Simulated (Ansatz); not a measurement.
Base system: Mo in the bcc (W type) structure (space group Im-3m, No. 229).

```cif
data_Mo2
_chemical_formula_sum 'Mo2'
_space_group_name_H-M_alt 'Im-3m'
_space_group_IT_number 229
_space_group_name_Hall '-I 4 2 3'
_cell_length_a 3.12957
_cell_length_b 3.12957
_cell_length_c 3.12957
_cell_angle_alpha 90.000
_cell_angle_beta 90.000
_cell_angle_gamma 90.000
loop_
_atom_site_label
_atom_site_type_symbol
_atom_site_symmetry_multiplicity
_atom_site_Wyckoff_symbol
_atom_site_fract_x
_atom_site_fract_y
_atom_site_fract_z
_atom_site_occupancy
Mo1 Mo 2 a 0.00000 0.00000 0.00000 1
```
(The calculation used a cell of 1 atom; values per cell refer to that cell.)

Level of theory: Ansatz (a program for electronic structure) PBEsol, no spin-orbit coupling.

Before the change:

- Lattice parameter a = 3.130 Å
- Band gap = zero

Modification: cell and atoms relaxed at a pressure of 2.1 GPa.

Question: What happens to the lattice parameter a and band gap?

Answer: The lattice parameter a shrinks by 0.008 Å, from 3.130 Å to 3.122 Å; the band gap stays zero.

Load acts through the strain it causes; cell and atoms are relaxed under it. Whether these cells are dynamically stable was not tested. The final runs are not spin-polarised.
